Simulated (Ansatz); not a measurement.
Cells marked so need not be the phases stable at ambient conditions, and some may be hypothetical.

No gap correction and no spin-orbit coupling; mid-gap values are interpolated between computed energies.

A. RbBH$_{4}$ (F-43m, not sure to be the ambient phase, 6 atoms a cell, 13.7 Å³ an atom), along the normal of (111)
B. CsLiCl$_{2}$ (P4/nmm, not sure to be the ambient phase, 8 atoms a cell, 28.4 Å³ an atom), along the normal of (110)
C. Li₂H₆PtO₆ (P-3, not sure to be the ambient phase, 15 atoms a cell, 7.3 Å³ an atom, -2 GPa at this level), along the normal of (110)

**Question.** Rank these by mid-gap decay constant of the slowest evanescent state (highest first), as r2SCAN (Ansatz, an electronic-structure program) gives it.

**Answer.** A (0.51 1/Å), C (0.42 1/Å), B (0.37 1/Å)
